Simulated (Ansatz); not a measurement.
**Equilibrium lattice constant a of RuIn (model structure, started from the CoSn type, P6/mmm, No. 191, 6 atoms in the cell) at several levels of theory**

No measured value is used here.

```
level (code)     value (Å)
---------------  ---------
LDA (Ansatz)         5.404
PBE (Ansatz)         5.520
PBEsol (Ansatz)      5.446
r²SCAN (Ansatz)      5.482
```

LDA, PBE, PBEsol, r²SCAN: the run has no spin polarisation, so it can have missed a magnetic state. Cutoffs differ between the levels. Ansatz's density-functional and Hartree–Fock values are scalar-relativistic unless marked +SOC, with PAW data made under PBE.

A model structure was made by putting elements into a prototype or built by hand; it is no filed structure, need not be a known phase, and can be a saddle point held by its symmetry.

Ansatz is a first-principles code.
